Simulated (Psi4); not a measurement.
Psi4 1.11, PBE0/def2-svp, scf_type pk: Mg(Cl)(fmdH) ([Cl][Mg]1[NH]C=[NH]->1), 8 atoms. The geometry is a generated start, not checked to be a minimum at this level.

```yaml
task: energy
method: pbe0
basis: def2-svp
memory: 7 GB
e_convergence: 1e-08
d_convergence: 1e-07
guess: auto, which took SAD (default)
diis_max_vecs: 10 (default)
scf_initial_accelerator: adiis (default)
dft_radial_points: 75 (default)
dft_spherical_points: 302 (default)
basis_functions: 93
grid_points: 172559
```

```xyz
8

Mg     1.1937    -0.4011    -0.6215
Cl     3.0132    -0.9853    -1.5499
C     -0.7679     0.2532     0.3967
N     -0.2660    -0.9257     0.6178
N     -0.1394     1.0551    -0.4112
H     -1.7023     0.5648     0.8809
H     -0.7779    -1.5242     1.2488
H     -0.5534     1.9632    -0.5617
```

The reference run uses exact four-centre integrals (scf_type = pk). One run each, on a shared machine, so no times are given.

Settings tried, all else as in the reference:
- scf_type = dfdirj+cosx, cosx_radial_points_final = 75, cosx_spherical_points_final = 302
- scf_type = dfdirj+cosx
- scf_type = cd, cholesky_tolerance = 0.001
- scf_type = cd, cholesky_tolerance = 1e-06
- scf_type = cd, cholesky_tolerance = 0.0001 (default)
- scf_type = mem_df
- scf_type = cd, cholesky_tolerance = 1e-05
- scf_type = dfdirj+link
- scf_type = dfdirj+cosx, cosx_radial_points_final = 25, cosx_spherical_points_final = 50
- scf_type = cd, cholesky_tolerance = 0.01
- scf_type = dfdirj+snlink
- scf_type = dfdirj+cosx, cosx_radial_points_final = 50, cosx_spherical_points_final = 194

Problem. Sort the settings: which keep to the reference within 0.10 meV/atom in energy, and which don't?

Solution. Within it: scf_type = cd, cholesky_tolerance = 1e-06; scf_type = mem_df. At the edge (between 0.75 and 1.33 times the tolerance): scf_type = dfdirj+cosx, cosx_radial_points_final = 50, cosx_spherical_points_final = 194. Outside: scf_type = dfdirj+cosx, cosx_radial_points_final = 75, cosx_spherical_points_final = 302; scf_type = dfdirj+link; scf_type = dfdirj+snlink; scf_type = cd, cholesky_tolerance = 1e-05; scf_type = cd, cholesky_tolerance = 0.001; scf_type = dfdirj+cosx, cosx_radial_points_final = 25, cosx_spherical_points_final = 50; scf_type = dfdirj+cosx; scf_type = cd, cholesky_tolerance = 0.0001 (default); scf_type = cd, cholesky_tolerance = 0.01.

```tsv
setting	energy against the reference
scf_type = cd, cholesky_tolerance = 1e-06	−0.0074 meV/atom
scf_type = mem_df	−0.016 meV/atom
scf_type = dfdirj+cosx, cosx_radial_points_final = 50, cosx_spherical_points_final = 194	−0.12 meV/atom
scf_type = dfdirj+cosx, cosx_radial_points_final = 75, cosx_spherical_points_final = 302	−0.15 meV/atom
scf_type = dfdirj+link	−0.21 meV/atom
scf_type = dfdirj+snlink	−0.22 meV/atom
scf_type = cd, cholesky_tolerance = 1e-05	−0.24 meV/atom
scf_type = cd, cholesky_tolerance = 0.001	−0.38 meV/atom
scf_type = dfdirj+cosx, cosx_radial_points_final = 25, cosx_spherical_points_final = 50	−0.98 meV/atom
scf_type = dfdirj+cosx	−1.3 meV/atom
scf_type = cd, cholesky_tolerance = 0.0001 (default)	−1.8 meV/atom
scf_type = cd, cholesky_tolerance = 0.01	+55 meV/atom
```

Total energies are compared; such shifts often cancel in part in energy differences. The DFDIRJ builders fit J, which adds its shift to that of exchange. Psi4 runs the final COSX grid once, on the density of the start grid. Also tried and not ranked: scf_type = direct (same energy as a listed run). The tolerance is a choice made for this comparison.
